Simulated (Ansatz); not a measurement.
# Equilibrium volume per atom of InSb (model structure, started from the h-BN type, P6₃/mmc, No. 194, 4 atoms in the cell) at several levels of theory

No measured value is used here.

```csv
level (code),value (Å³/atom)
PBE (Ansatz),35.16
PBEsol (Ansatz),33.27
PBE-D3(BJ) (Ansatz),33.71
```

Ansatz's density-functional and Hartree–Fock values are scalar-relativistic unless marked +SOC, with PAW data made under PBE.

A model structure was made by putting elements into a prototype or built by hand; it is no filed structure, need not be a known phase, and can be a saddle point held by its symmetry.

Ansatz is a quantum-chemistry and plane-wave program.
